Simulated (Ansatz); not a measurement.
**Input and output of a self-consistent single point for CuGaSe2 (I-42d, 8 atoms in the cell) (Ansatz, a program for electronic structure)**

Method: PBE (plane waves, PAW; Ansatz).

Input:

Ansatz 0.2 input:
```yaml
crystal:
  lattice:
    - [-2.763766, 2.763766, 5.429003]
    - [2.763766, -2.763766, 5.429003]
    - [2.763766, 2.763766, -5.429003]
  atoms:
    - { symbol: Ga, position: [0.500000, 0.500000, 0.000000] }
    - { symbol: Ga, position: [0.250000, 0.750000, 0.500000] }
    - { symbol: Cu, position: [0.000000, 0.000000, 0.000000] }
    - { symbol: Cu, position: [0.750000, 0.250000, 0.500000] }
    - { symbol: Se, position: [0.875000, 0.875000, 0.500000] }
    - { symbol: Se, position: [0.125000, 0.625000, 0.000000] }
    - { symbol: Se, position: [0.375000, 0.375000, 0.500000] }
    - { symbol: Se, position: [0.625000, 0.125000, 0.000000] }
kpoints:
  mp_grid: { grid: [6, 6, 6] }
hamiltonian:
  xc: pbe
  pseudopotentials: { kind: paw }
scf:
  occupations: { method: gaussian, width: 0.01 }
output:
  forces: true
  eigenvalues: true
  stress: true
```

The program printed (abridged):

```
WARN basis.ecutwfc = 420 eV, the default
WARN ansatz: RAYON_NUM_THREADS=1 ignored (pool sized by the plan → 1); use --threads N
Pseudopotentials: kind: paw
Pseudopotential: Ga, paw, valence charge 13
Pseudopotential: Cu, paw, valence charge 19
Pseudopotential: Se, paw, valence charge 16
Crystal: 8 atoms, lattice volume = 165.876 Å³
Basis set: ecut = 420 eV, 3251 PW (Γ), exchange–correlation on 90×90×90 points (8 copies of the dense FFT grid, shifted against one another)
Bands: 77, of which v1, the nominal top of the filled ones, is band 64 counted from 1 (63 counted from 0)
Symmetry: 8 space group operations
Space group: I-42d (ITA 122), of the structure as read, at distance tolerance 5.5e-5 Å
k-points: 30 of 216 (time reversal used)
Initial density: superposition of atomic densities (neutral atoms: chi_scale 0, normalization atom), corrected by the library's trained network
Initial wavefunctions: pseudopotential atomic-orbital guess
Eigensolver: davidson
Functional: x = pbe(κ = 0.804, μ = 0.2195149727645171), c = pbe(β = 0.06672455060314922)
SCF iter   1: F=—  HF=-42696.202814 eV  |F-HF|=—  |Δ(HF+E_count)|=         —  Δρ=7.41e-4  dr2=1.14e-3  ethr=1.77e-3  ⟨swp⟩=6.0  Hψ=8176  notcnv=0
all-band conjugate gradients solve this SCF's bands
preconditioner: auto → Resta (q_TF=auto, 2.613 Å⁻¹)
SCF iter   2: F=—  HF=-42696.203618 eV  |F-HF|=—  |Δ(HF+E_count)|=   8.04e-4  Δρ=4.82e-4  dr2=2.88e-4  ethr=8.89e-7  ⟨swp⟩=3.0  Hψ=5119  notcnv=0  defer=220
SCF iter   3: F=—  HF=-42696.203663 eV  |F-HF|=—  |Δ(HF+E_count)|=   4.45e-5  Δρ=4.71e-4  dr2=2.65e-4  ethr=2.25e-7  ⟨swp⟩=2.0  Hψ=4123  notcnv=0  defer=220
SCF iter   4: F=—  HF=-42696.203647 eV  |F-HF|=—  |Δ(HF+E_count)|=   1.52e-5  Δρ=1.36e-4  dr2=2.04e-5  ethr=2.07e-7  ⟨swp⟩=2.0  Hψ=2816  notcnv=0  defer=220
SCF iter   5: F=—  HF=-42696.203674 eV  |F-HF|=—  |Δ(HF+E_count)|=   2.65e-5  Δρ=4.71e-5  dr2=3.11e-6  ethr=1.60e-8  ⟨swp⟩=2.0  Hψ=3193  notcnv=0  defer=220
SCF iter   6: F=—  HF=-42696.203677 eV  |F-HF|=—  |Δ(HF+E_count)|=   2.76e-6  Δρ=1.62e-5  dr2=5.16e-7  ethr=2.43e-9  ⟨swp⟩=2.0  Hψ=2904  notcnv=0  defer=220
SCF iter   7: F=-42696.203677 eV  HF=-42696.203677 eV  |F-HF|=3.95e-8  |Δ(HF+E_count)|=   5.96e-7  Δρ=5.24e-6  dr2=5.60e-8  ethr=7.81e-11  ⟨swp⟩=8.0  Hψ=11256  notcnv=0
SCF 1 converged in 7 iterations: F = -42696.203677 eV  dr2 = 5.60e-8
SCF converged after 7 iterations
Free energy (F): -42696.203677 eV
Harris-Foulkes:  -42696.203677 eV  (|F-HF|=3.95e-8)
Internal energy: -42696.203677 eV  (E = F + TS)
E sigma→0 (E₀):  -42696.203677 eV
Fermi energy:    9.774511 eV
--- Per-component energies (eV) ---
  E_band       = -2542.812589
  E_kinetic    = 1313.136023
  E_local      = -24517.392802  (includes V_loc(G=0)·N_el)
  E_nonlocal   = -734.802427
  E_hartree    = 11508.059127
  E_xc         = -735.001928
  E_vxc        = -741.235797  (∫ρ·V_xc dr)
  E_paw        = -14964.561124  (= ΣΔE_a)
  E_vpaw       = -878.624462  (= ΣTr[D̂ρ^β])
  E_aug_tail   = -0.001960  (compensation charges beyond the density's cutoff)
  E_ewald      = -14565.638586
  E_smearing   = -0.000000  (= −TS)
  E_closure    = -0.000000  (closes the sum)
  Σ components = -42696.203677   (vs F -42696.203677, Δ=0.00e0)
--- Forces (eV/Å), atoms counted from 1 ---
  atom   1  Ga     0.00000000     0.00000000     0.00000000
  atom   2  Ga     0.00000000    -0.00000000    -0.00000000
  atom   3  Cu     0.00000000     0.00000000     0.00000000
  atom   4  Cu     0.00000000     0.00000000     0.00000000
  atom   5  Se     0.45722454     0.00000000     0.00000000
  atom   6  Se    -0.00000000    -0.45722454    -0.00000000
  atom   7  Se    -0.45722454    -0.00000000    -0.00000000
  atom   8  Se    -0.00000000     0.45722454    -0.00000000
  max |Σ_I F_I| component: 5.31e-17 eV/Å
--- Stress (GPa, compression-positive) ---
        6.745603      -0.000000       0.000000
       -0.000000       6.745603      -0.000000
        0.000000      -0.000000       6.850792
  P = ⅓ Tr σ = 6.7807 GPa (67.807 kbar)
  The stress holds the Pulay correction. Without it, at fixed plane waves, as pw.x and ABINIT print it: P = 6.7381 GPa
--- Band table (eV; the first three rows and the last of 30) ---
  k-point 0: bands = ["-102.3201", "-102.3200", "-59.7340", "-59.7339", "-59.7126", "-59.7126", "-59.7126", "-59.7126", "-38.5913", "-38.5912", "-38.5912", "-38.5912", "-38.5899", "-38.5897", "-38.5894", "-38.5894", "-38.5339", "-38.5337", [...]
  k-point 1: bands = ["-102.3201", "-102.3200", "-59.7340", "-59.7339", "-59.7126", "-59.7126", "-59.7126", "-59.7126", "-38.5913", "-38.5912", "-38.5912", "-38.5912", "-38.5898", "-38.5896", "-38.5894", "-38.5894", "-38.5338", "-38.5337", [...]
  k-point 2: bands = ["-102.3201", "-102.3201", "-59.7340", "-59.7339", "-59.7126", "-59.7126", "-59.7126", "-59.7126", "-38.5913", "-38.5913", "-38.5912", "-38.5912", "-38.5897", "-38.5896", "-38.5895", "-38.5895", "-38.5338", "-38.5337", [...]
  k-point 29: bands = ["-102.3201", "-102.3201", "-59.7340", "-59.7340", "-59.7127", "-59.7127", "-59.7126", "-59.7126", "-38.5913", "-38.5913", "-38.5912", "-38.5912", "-38.5897", "-38.5897", "-38.5894", "-38.5894", "-38.5338", "-38.5338", [...]
```

The run converged in 7 iterations.

The starting cell has typed, rounded lattice constants, without a prior relaxation at this level. Its lattice was rescaled by a random factor within 2.5 % of one. With a pressure of about 7 GPa the cell is away from its equilibrium volume at this level. Ansatz's pressure includes its estimate of the finite-basis (Pulay) stress.

Cost on one core of a shared machine: roughly 40 s.
